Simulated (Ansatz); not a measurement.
Input and output of a dielectric-response calculation for BaLiF₃ (Pm-3m, 5 atoms in the cell) (Ansatz, an electronic-structure program).

Method of the run: LDA (PW92), default PAW files made with PBE (plane waves; Ansatz).

```xyz
5
Lattice="3.9766 0.0000 0.0000 0.0000 3.9766 0.0000 0.0000 0.0000 3.9766" Properties=species:S:1:pos:R:3 pbc="T T T"
Ba     0.0000     0.0000     0.0000
Li     1.9883     1.9883     1.9883
F      0.0000     1.9883     1.9883
F      1.9883     0.0000     1.9883
F      1.9883     1.9883     0.0000
```

Reference input (self-consistent single point, DFT, LDA (PW92), plane waves, default PAW files made with PBE): basis.ecutwfc = 420 eV; kpoints.mp_grid.grid = 6 6 6; hamiltonian.xc = lda; hamiltonian.pseudopotentials = {kind: paw} (the program's default PAW files); scf.occupations.method = fixed. This run's input differs from it in these lines:

Ansatz 0.2 input:
```diff
@@ -16,3 +16,3 @@
   mp_grid:
-    grid: [6, 6, 6]
+    grid: [4, 4, 4]
 hamiltonian:
@@ -24,6 +24,4 @@
     method: fixed
-output:
-  forces: true
-  eigenvalues: true
-  stress: true
+dielectric:
+  field_mesh: kpoints
```

Output (repeated stretches shortened):

```
SCF iter   1: F=—  HF=-8372.159306 eV  |F-HF|=—  |Δ(HF+E_count)|=         —  Δρ=1.98e-2  dr2=1.74e-1  ethr=1.77e-3  ⟨swp⟩=4.8  Hψ=1693  notcnv=0  defer=44
all-band conjugate gradients solve this SCF's bands
preconditioner: auto → Resta (q_TF=auto, 2.463 Å⁻¹)
SCF iter   2: F=—  HF=-8372.106351 eV  |F-HF|=—  |Δ(HF+E_count)|=   5.30e-2  Δρ=5.26e-3  dr2=4.78e-3  ethr=5.12e-4  ⟨swp⟩=2.1  Hψ=778  notcnv=0  defer=45
   [... lines left out ...]
SCF iter   5: F=—  HF=-8372.103905 eV  |F-HF|=—  |Δ(HF+E_count)|=   4.83e-5  Δρ=1.05e-4  dr2=4.08e-6  ethr=4.56e-7  ⟨swp⟩=2.0  Hψ=396  notcnv=0  defer=35
SCF iter   6: F=—  HF=-8372.103906 eV  |F-HF|=—  |Δ(HF+E_count)|=   1.06e-6  Δρ=7.68e-6  dr2=2.34e-8  ethr=1.20e-8  ⟨swp⟩=2.8  Hψ=621  notcnv=0  defer=30
SCF iter   7: F=—  HF=-8372.103908 eV  |F-HF|=—  |Δ(HF+E_count)|=   1.47e-6  Δρ=7.52e-7  dr2=3.55e-10  ethr=6.87e-11  ⟨swp⟩=2.8  Hψ=628  notcnv=0  defer=27
SCF iter   8: F=-8372.103908 eV  HF=-8372.103908 eV  |F-HF|=5.46e-12  |Δ(HF+E_count)|=  9.09e-11  Δρ=1.18e-7  dr2=8.69e-12  ethr=1.00e-12  ⟨swp⟩=10.4  Hψ=2338  notcnv=0
SCF 1 converged in 8 iterations: F = -8372.103908 eV  dr2 = 8.69e-12
DFPT response loops at Γ: preconditioner auto → none (the input reference at scf.mixing.eps_inf says where Resta's filter doesn't serve); β = 0.50 …
Free energy (F): -8372.103908 eV
Internal energy: -8372.103908 eV  (E = F + TS)
E sigma→0 (E₀):  -8372.103908 eV
Fermi energy:    4.597917 eV
--- Dielectric response (ions clamped): 1 representative field direction + reference, on 18 of 64 k-points (Σ response iterations 7) ---
  k mesh reduced under 8 symmetry operations, with k and −k counted as one. Each operation leaves every solved perturbation unchanged …
  ε∞ (high-frequency dielectric tensor):
        2.666190     0.000000    -0.000000
   [... lines left out ...]
        -0.00000   -1.03690    0.00000
         0.00000    0.00000   -1.38297
    site 4:
        -1.38297    0.00000   -0.00000
         0.00000   -1.38297    0.00000
        -0.00000    0.00000   -1.03690
  Z* charge neutrality: 1.712e-5 e pre-enforcement
  k-mesh period / interband length: 15.9 Å / 0.92 Å = 17.30 at k = (0.0000, 0.0000, 0.0000), direct gap 6.582 eV — 14 or more, which is no proof of convergence
```

The run converged in 8 iterations. 

Summary of the result:
```
Property                                                                                                                        Value
----------------------------------------------------------------------------------------  -------------------------------------------
Free energy E − TS (on the zero of these files)                                                                         -8372.1039 eV
Top of the valence band (on the code's own zero)                                                                              4.60 eV
Gap on the k-point mesh                                                                                                       6.58 eV
ε∞ at this k-point mesh, which may be far from converged in small-gap cells (xx, yy, zz)                             2.67, 2.67, 2.67
Born charges at this mesh (mean of the diagonal, e)                                       Ba 2.75, Li 1.05, F -1.27, F -1.27, F -1.27
```

The starting cell comes from a database of computed structures (which also holds hypothetical and non-ambient phases and stackings), without a prior relaxation at this level. Its lattice was rescaled by up to half a per cent.
